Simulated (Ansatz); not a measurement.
We consider BGeCN (model structure, started from the AlSiCN type, R3m, No. 160, 4 atoms in the cell), described by G0W0@PBEsol in Ansatz (hard PAW, contour deformation).

The same calculation (at the PBEsol cell, 8.826 Å³/atom) with different numerical settings; throughout: k mesh 2×2×2:

| run | response cutoff (eV) | empty bands | quasiparticle gap on the mesh (eV) | quasiparticle gap at Γ (eV) | rough time |
|---|---|---|---|---|---|
| 1 | 100 | 147 | 0.792 | 2.183 | 10 core-s |
| 2 | 150 | 271 | 0.910 | 2.218 | 20 core-s |
| 3 | 200 | 417 | 0.958 | 2.214 | 40 core-s |
| 4 | 300 | 765 | 0.988 | 2.195 | 2 core-min |
| 5 | 400 | 1178 | 0.998 | 2.184 | 4 core-min |

In the column quasiparticle gap on the mesh (eV) the first row differs from the last by -0.206 and the next to last by -0.010.

The last row is no converged limit: other settings stay fixed.

Spin–orbit coupling is not included.

Note: filled d or f shells below the valence bands can shift G0W0 gaps through exchange with them, which wasn't tested here.

A model structure was made by putting elements into a prototype or built by hand; it is no filed structure, need not be a known phase, and can be a saddle point held by its symmetry.

Ansatz is a program for electronic structure.
